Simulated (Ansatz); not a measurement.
The starting structures come from a database of crystals and need not be the phases stable at ambient conditions.

The decay constant κ of evanescent states in the gap governs leakage through a thin film.

Given:

```
Al2HgS4
1.0
    5.57583     0.00000     0.00000
    0.00000    10.24598     0.00000
    2.78791     5.12299     2.78791
Al Hg S
2 1 4
Direct
  0.50000   0.25000   0.00000
  0.00000   0.50000   0.00000
  0.00000   0.00000   0.00000
  0.98646   0.40254   0.46564
  0.45210   0.58392   0.56144
  0.01354   0.86818   0.53436
  0.54790   0.14536   0.43856
```

Space group of this cell: I-4. The cell is taken as given; by PBEsol its mean pressure is -0.5 GPa.

Transport runs along the normal of the first two printed cell vectors, the (100) plane of the conventional cell.

No gap correction and no spin-orbit coupling; mid-gap values are interpolated between computed energies.

Q: State the band gap and the smallest decay constant κ at mid-gap according to PBEsol (Ansatz, a quantum-chemistry and plane-wave program).

A: Gap 1.99 eV on a 12×12×12 mesh; κ = 0.174 1/Å, at the zone centre.
